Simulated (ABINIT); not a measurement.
ABINIT is run on BaMg6Cu (Amm2, 8 atoms in the cell), and the run fails. The aim is a self-consistent single point with DFT, LDA (PW92), plane waves, PAW (JTH v2.0 LDA PAW).

Cell that was meant: a = 4.8817 Å, b = 7.5834 Å, c = 7.5834 Å, α = 48.37°, β = 90.00°, γ = 90.00°.

Part of the input:

```
         2.4408700000    0.0000000000    1.7737328940
         0.0000000000    0.0000000000   12.3273052566
      Angstrom
spgroup 221
ecut 60 Ry
pawecutdg 120 Ry
pawxcdev 0
```

Log, with long lists cut:

```
  added one more symmetry : nogen_new=          21
 21    0  0  1  0 -1  0  1  0  0    0.00E+00    0.00E+00    0.00E+00  1
  added one more symmetry : nogen_new=          22
 22    0  0 -1  0  1  0  1  0  0    0.00E+00    0.00E+00    0.00E+00  1
  added one more symmetry : nogen_new=          23
   [... lines left out ...]
 24   -1  0  0  0  0  1  0  1  0    0.00E+00    0.00E+00    0.00E+00  1
  bldgrp : exit with            24  operation symmetries
 Matrix rprimd :
  9.22515161E+00  0.00000000E+00  0.00000000E+00
  0.00000000E+00  5.87099168E+00  1.30728135E+01
  0.00000000E+00 -5.87099168E+00  1.30728135E+01
 Matrix rmet :
  8.51034223E+01  0.00000000E+00  0.00000000E+00
  0.00000000E+00  2.05366997E+02  1.36429910E+02
  0.00000000E+00  1.36429910E+02  2.05366997E+02
 Matrix rprimd_sym :
  0.00000000E+00  5.87099168E+00  1.30728135E+01
  0.00000000E+00 -5.87099168E+00  1.30728135E+01
  9.22515161E+00  0.00000000E+00  0.00000000E+00
 Matrix rmet_sym :
  2.05366997E+02  1.36429910E+02  0.00000000E+00
  1.36429910E+02  2.05366997E+02  0.00000000E+00
  0.00000000E+00  0.00000000E+00  8.51034223E+01
 Matrix rmet_sym-rmet :
  1.20263574E+02  1.36429910E+02  0.00000000E+00
  1.36429910E+02  0.00000000E+00 -1.36429910E+02
  0.00000000E+00 -1.36429910E+02 -1.20263574E+02

--- !ERROR
src_file: m_symtk.F90
src_line: 847
mpi_rank: 0
message: |
    The symmetry operation number 2 does not preserve
    vector lengths and angles.
    The value of the square root of residual is:   3.2153E+02  that is greater than threshold:  1.4357E-02
    Action: modify rprim, acell and/or symrel so that
    vector lengths and angles are preserved.
    Beware, the tolerance on symmetry operations is very small.
...

 abinit_abort: decision taken to exit. Check above messages for more info
Abort(13) on node 0 (rank 0 in comm 0): application called MPI_Abort(MPI_COMM_WORLD, 13) - process 0

--- !ERROR
src_file: m_symtk.F90
src_line: 847
mpi_rank: 0
message: |
    The symmetry operation number 2 does not preserve
    vector lengths and angles.
    The value of the square root of residual is:   3.2153E+02  that is greater than threshold:  1.4357E-02
    Action: modify rprim, acell and/or symrel so that
    vector lengths and angles are preserved.
    Beware, the tolerance on symmetry operations is very small.
...
```

Read the log: what does the program object to, and what is the fix?

The fault is a symmetry setting or precision that does not fit the structure; here the program stops on it instead of giving results. To fix it, let the typed structure, the tolerance and any stated group agree. The program stopped before any SCF iteration.

The sound input it was made from differs as follows (other fixes are possible):
```diff
-spgroup 221
```

With that input, the run converged in 16 iterations: free energy E − TS -16462.57 eV; Fermi level (on the code's own zero) 3.40 eV; pressure -2.28 GPa; largest force (vector length) 0.106 eV/Å (DFT, LDA (PW92), plane waves, PAW (JTH v2.0 LDA PAW)).

On the sound input: the starting cell comes from a database of computed structures (which also holds hypothetical and non-ambient phases and stackings), without a prior relaxation at this level. Spin polarisation is off. Without a gap this mesh is coarse (it stands for a supercell whose shortest vector is 19 Å).
